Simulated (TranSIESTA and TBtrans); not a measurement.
## Au chain with one C atom inserted

Device: Au chain with one C atom inserted. Leads: straight Au chain, spacing 2.55 Å. Geometry: 3 atoms about the centre moved by SIESTA (PBE, DZP) to a largest force of 0.03 eV/Å, all others as built, motion along the axis alone.

Computed with TranSIESTA and TBtrans, PBE, DZP numerical orbitals (energy shift 0.15 eV), PseudoDojo norm-conserving scalar-relativistic potentials, mesh cutoff 200 Ry, 300 K, no spin polarisation, no spin-orbit coupling; self-consistent non-equilibrium Green functions.

- Conductance at 300 K (G0 = 2e²/h) = 0.70
- Thermopower (μV/K) = 5.3
- Mean T from −0.5 to 0.5 eV = 0.72

Energies count from the leads' Fermi level. Transmissions are for one spin of a degenerate pair. The energy step is 0.01 eV; narrower resonances are cut or missed.

```csv
E (eV),T,lead channels
-2.00,0.22,3
-1.90,0.22,3
-1.80,0.23,3
-1.70,0.24,3
-1.60,0.25,3
-1.50,0.27,3
-1.40,0.32,3
-1.30,0.58,3
-1.20,0.24,band edge
-1.10,0.77,band edge
-1.00,0.73,band edge
-0.90,0.74,band edge
-0.80,0.78,band edge
-0.70,0.82,4
-0.60,0.85,4
-0.50,0.86,4
-0.40,0.86,4
-0.30,0.84,4
-0.20,0.81,4
-0.10,0.76,3
0.00,0.69,1
0.10,0.66,1
0.20,0.63,1
0.30,0.61,1
0.40,0.58,1
0.50,0.56,1
0.60,0.53,1
0.70,0.51,1
0.80,0.49,1
0.90,0.48,1
1.00,0.46,1
1.10,0.44,1
1.20,0.43,1
1.30,0.42,1
1.40,0.40,1
1.50,0.39,1
1.60,0.38,1
1.70,0.37,1
1.80,0.35,1
1.90,0.34,1
2.00,0.33,1
```

The leads' channel count changes near -0.01 eV, within the thermal window, so values at the Fermi level hang on where that band edge falls. The straight chain is held at its spacing; free chains may zigzag or dimerise. No spin-polarised start was tried, so a magnetic state, if there is one, is missed. Spin-orbit coupling, left out here, matters for the heavy atoms.
